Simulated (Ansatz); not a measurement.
**TaO2, response to strain**

Take TaO₂ in the CdI2 type structure (space group P-3m1, No. 164; weakly magnetic (sensitive to the mesh); layered, stacked along the Cartesian z axis; relaxed with 0.1 eV smearing) as the base.

```yaml
crystal:
  lattice:
    - [3.04582, 0.00000, 0.00000]
    - [-1.52291, 2.63776, 0.00000]
    - [0.00000, 0.00000, 4.62572]
  atoms:
    - { symbol: Ta, position: [0.00000, 0.00000, 0.00000] }
    - { symbol: O, position: [0.33333, 0.66667, 0.23448] }
    - { symbol: O, position: [0.66667, 0.33333, 0.76552] }
```

Cartesian axes are those of the cell as printed.

Strains are applied to the cell and any free atomic positions relax; under biaxial strain the out-of-plane vector relaxes too; under stress the whole cell relaxes.

The values are results of r2SCAN+rVV10 in Ansatz (plane waves to 500 eV, PAW, without spin-orbit coupling), not measurements.

```tsv
variant	magnetic state	largest site moment	volume per atom
base	weakly magnetic (sensitive to the mesh)	0.18 μB	12.39 Å³
biaxial strain +1.17 %, plane normal [001], relaxed out of plane	ferromagnetic	0.33 μB	12.45 Å³
biaxial strain +1.23 %, plane normal [001], relaxed out of plane	ferromagnetic	0.34 μB	12.45 Å³
uniaxial stress, 1 GPa compression along z	weakly magnetic (sensitive to the mesh)	0.22 μB	12.19 Å³
```

Other magnetic orders, which the real material may have, were not ruled out. Stability under load was not tested beyond the relaxation. No Hubbard U is applied, and correlation can decide whether such a compound is a metal.

Ansatz is a first-principles code.
